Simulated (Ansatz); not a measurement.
## PBE-D3(BJ) against r2SCAN+rVV10: InSe, pressure 4.5 GPa

Consider InSe in the beta-GaS type structure (space group P6_3/mmc, No. 194; a = 4.032 Å, c = 16.763 Å; layered, stacked along the Cartesian z axis).

(Cell as relaxed with PBE-D3(BJ).)

Levels (all Ansatz, an electronic-structure program, PAW, earlier PAW set): PBE-D3(BJ) (420 eV, no SOC); r2SCAN+rVV10 (500 eV, without spin-orbit coupling).

Each level relaxes its own structure.

```json
[
 {"base": "volume per atom", "PBE-D3(BJ)": "29.50 Å³", "r2SCAN+rVV10": "29.56 Å³"},
 {"base": "lattice parameter a", "PBE-D3(BJ)": "403.2 pm", "r2SCAN+rVV10": "401.6 pm"},
 {"base": "band gap", "PBE-D3(BJ)": "0.37 eV", "r2SCAN+rVV10": "0.85 eV"}
]
```

It is then changed as follows: cell and atoms relaxed at a pressure of 4.5 GPa.

```tsv
quantity	PBE-D3(BJ)	r2SCAN+rVV10
lattice parameter a	389.4 pm	389.7 pm
c/a ratio	4.114	4.134
```

PBE-D3(BJ)'s lattice parameter a lies 0.3 pm below r2SCAN+rVV10's (0.1 %); PBE-D3(BJ)'s c/a ratio lies 0.020 below r2SCAN+rVV10's. Neither level is exact; r2SCAN+rVV10 is the comparison here, not a measurement.

Load acts through the strain it causes; cell and atoms are relaxed under it. Semilocal Kohn–Sham gaps tend to fall short of experiment. Whether these cells are dynamically stable was not tested.
